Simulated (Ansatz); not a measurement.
Consider Al2O3 in the corundum structure (space group R-3c, No. 167).

```
Al2O3
1.0
    2.40441     1.38819     4.37462
   -2.40441     1.38819     4.37462
    0.00000    -2.77638     4.37462
Al O
4 6
Direct
  0.64785   0.64785   0.64785
  0.14785   0.14785   0.14785
  0.35215   0.35215   0.35215
  0.85215   0.85215   0.85215
  0.75000   0.44383   0.05617
  0.05617   0.75000   0.44383
  0.25000   0.55617   0.94383
  0.55617   0.94383   0.25000
  0.94383   0.25000   0.55617
  0.44383   0.05617   0.75000
```

Cartesian axes are those of the cell as printed.

Method: Ansatz (a program for electronic structure) PBE, no spin-orbit coupling.

For the base:

| Item | Result |
|---|---|
| Shortest interatomic distance | 1.874 Å |
| Electron mass | 0.38 mₑ along c, 0.36 mₑ across (at Γ) |

Now apply this change: uniaxial strain ε_zz = +2.25 %, all other strain components held at zero, atoms relaxed at fixed cell.

Q: What happens to the shortest interatomic distance?

A: The shortest interatomic distance goes up by 0.0114 Å, from 1.874 Å to 1.886 Å.

Q: Estimate the effect on the electron mass.

A: The electron mass changes from 0.38 mₑ along c, 0.36 mₑ across (at Γ) to 0.36 mₑ (at Γ).

The levels and masses belong to the bands next to the band gap. Effective masses come from finite differences of ±0.01 Å⁻¹. Stability against distortions was not tested.
